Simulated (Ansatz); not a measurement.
AlCl3 (C2/m, No. 12), treated with LDA (Ansatz, a quantum-chemistry and plane-wave program, PAW).

Numerical settings: plane-wave cutoff 520 eV, 8×8×6 k mesh (along the axes of the cell as run), Fermi–Dirac smearing 0.01 eV, scalar-relativistic PAW data made under PBE.

The volume scan:

| V (Å³/atom) | E − E_lowest (meV/atom) |
|---|---|
| 20.162 | 2.39 |
| 20.582 | 0.55 |
| 21.002 | 0.00 |
| 21.422 | 0.47 |
| 21.842 | 1.71 |

Question: Fit the third-order Birch–Murnaghan equation and give B0 and B′.

Answer: V0 = 20.999 Å³/atom, B0 = 19.3 GPa, B′ = 12.1 (fit to the energies at full precision).

Shape and atoms are relaxed at each volume.

Note: the bulk modulus comes from volumes at which shape and atoms were relaxed.

The computed numbers hold no vibrational or temperature effects.

Computing time: roughly 22 core-minutes.
